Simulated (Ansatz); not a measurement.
Fluorite PtAl2, treated with LDA in Ansatz (PAW).

Numerical settings: plane-wave cutoff 520 eV, 12×12×12 k mesh, Fermi–Dirac smearing 0.1 eV, perturbation theory, force constants from a 4×4×4 q mesh, scalar-relativistic PAW data made under PBE.

Computed at the level's own relaxed cell.

Harmonic phonon frequencies (cm⁻¹; i marks an imaginary mode):

```json
[
 {"q point": "Γ", "frequencies": "0 0 0 243 243 243 301 301 301"}
]
```

Ansatz is a program for electronic structure.
